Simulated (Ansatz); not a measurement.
What As → Bi does to As

Consider As in the A7 type structure (space group R-3m, No. 166; a = 3.761 Å, c = 10.734 Å (hexagonal axes); layered).

Modification: full substitution As → Bi; the structure is relaxed again.

All numbers come from r2SCAN+rVV10 (Ansatz, a quantum-chemistry and plane-wave program), spin-orbit coupling left out. Settings: 13×13×13 k-points, 0.05 eV Fermi–Dirac smearing, for the changed cell.

```json
[
 {"quantity": "volume per atom", "base": "21.91 Å³", "changed": "35.48 Å³", "shift": "+13.564 Å³"},
 {"quantity": "density", "base": "5.68 g/cm³", "changed": "9.78 g/cm³", "shift": "+4.10 g/cm³"},
 {"quantity": "c/a ratio", "base": "2.854", "changed": "2.661", "shift": "-0.193"},
 {"quantity": "space group", "base": "R-3m (No. 166)", "changed": "R-3m (No. 166)", "shift": "–"},
 {"quantity": "shortest interatomic distance", "base": "2.517 Å", "changed": "3.068 Å", "shift": "+0.551 Å"},
 {"quantity": "band gap", "base": "zero", "changed": "zero", "shift": "–"}
]
```

Final structure:

```yaml
crystal:
  lattice:
    - [2.26026, 1.30496, 4.00948]
    - [-2.26026, 1.30496, 4.00948]
    - [0.00000, -2.60993, 4.00948]
  atoms:
    - { symbol: Bi, position: [0.23371, 0.23371, 0.23371] }
    - { symbol: Bi, position: [0.76629, 0.76629, 0.76629] }
```

Spin-orbit coupling, missing from the scalar runs, can matter with Bi. Stability against distortions was not tested.
